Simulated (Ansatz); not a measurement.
The starting structures come from a database of crystals and need not be the phases stable at ambient conditions.

By PBEsol, the system below comes out a metal.

Without scattering a metal conducts by its projected Fermi surface.

Given:

```
CELL_PARAMETERS angstrom
      4.88970     0.00000     0.00000
      0.00000     4.88970     0.00000
      0.00000     0.00000     4.88970
ATOMIC_POSITIONS crystal
  Si 0.50000 0.50000 0.50000
  Si 0.00000 0.00000 0.00000
  Mo 0.00000 0.50000 0.25000
  Mo 0.00000 0.50000 0.75000
  Mo 0.75000 0.00000 0.50000
  Mo 0.25000 0.00000 0.50000
  Mo 0.50000 0.75000 0.00000
  Mo 0.50000 0.25000 0.00000
```

The cell is taken as given; by PBEsol it stands under a pressure of -4.6 GPa.

The current flows along the normal of the first two printed cell vectors, the (001) plane of the conventional cell. No spin-orbit coupling; the value is a mean over 0.1 eV about the Fermi level.

### Question
Give the ballistic conductance per area that PBEsol in Ansatz (an electronic-structure program) yields.

### Answer
0.80 × 10¹⁵ S/m² for both spins.
